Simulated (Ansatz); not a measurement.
**H on the (0001) surface of wurtzite GaN (2x2 Ga adatom at T4; a constructed slab, bottom: 3 H on 4 bottom sites), one in a cell of 36 Å², started at the site 'over Ga at depth 1.7 Å'**

Host crystal: wurtzite GaN, with a band gap (PBE, scalar-relativistic without spin-orbit coupling).

Computed with PBE (plane waves to 420 eV, PAW; Ansatz, a program for electronic structure).

Model: 45-atom slab, 13.9 Å thick at the start with caps and adatoms under the adsorbate (thin: gaps and levels are the slab's own), 4x4x1 mesh, Fermi-Dirac 0.01 eV, dipole correction, 23 atoms held, the rest relaxed; symmetry of the start imposed; spin-polarised, ending with about 0.9 μB a cell, a value that depends on the mesh; orders that need a larger cell were not tried, no spin-orbit, no U, no dispersion correction. The slab shows no gap over 0.04 eV on its mesh. At the end it is bonded to Ga. In PBE it is, or lies within 0.03 eV of, the lowest of the starts that converged.

| Property | Result |
|---|---|
| energy of the end state, in which the adsorbate ended below the top plane of the host, against ½ H2(g) | -7.9 kcal/mol |
| change of the step from the bottom to the top vacuum level, against the clean slab | 0.13 eV |
| energy released by relaxation | 1.53 eV |
| height of the binding atom over the mean of the host atoms within 0.3 Å of the top one | -0.557 Å |
| largest move of a host atom | 0.55 Å |
| caution | the clean host was not checked against rearrangement in a larger or rattled cell |

A negative adsorption energy means that the adsorbate is more stable on the surface than in its reference.
